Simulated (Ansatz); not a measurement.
The reference is Hf in the hcp (Mg type) structure (space group P6_3/mmc, No. 194; a = 3.204 Å, c = 5.069 Å).

The values are results of PBE/PAW in Ansatz (a first-principles code), no SOC, not measurements.

One change was made to it. Results:

```tsv
quantity	base	after
shortest interatomic distance	3.138 Å	3.148 Å
density	13.15 g/cm³	13.03 g/cm³
```

Q: Which change produced these results?
(A) pressure −1 GPa
(B) pressure −2 GPa
(C) pressure 75 GPa

A: A, pressure −1 GPa. For comparison, the shortest interatomic distance in the other runs: pressure 75 GPa gives 2.789 Å; pressure −2 GPa gives 3.158 Å.

Load acts through the strain it causes; cell and atoms are relaxed under it. No phonon test of stability was made. Competing high-pressure phases were not computed. All final runs are without spin polarisation.
